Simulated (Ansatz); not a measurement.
Consider TiC in the rock salt structure (space group Fm-3m, No. 225; a = 4.261 Å; relaxed with 0.1 eV smearing).

Method: LDA in Ansatz (plane waves to 420 eV, PAW, scalar-relativistic without spin-orbit coupling).

Before the change:

| Property | Result |
|---|---|
| Pressure | 0.0 GPa |
| Band gap | zero |

The change: the cell is scaled by 0.9750 in all directions; the atoms relax in the strained cell.

### Question
How does this affect the energy relative to the base, pressure and band gap?

### Answer
The energy rises by 52 meV/atom; the pressure goes from zero to 24.9 GPa; the band gap stays zero.

No phonon test of stability was made. The final runs are not spin-polarised.

Ansatz is a first-principles code.
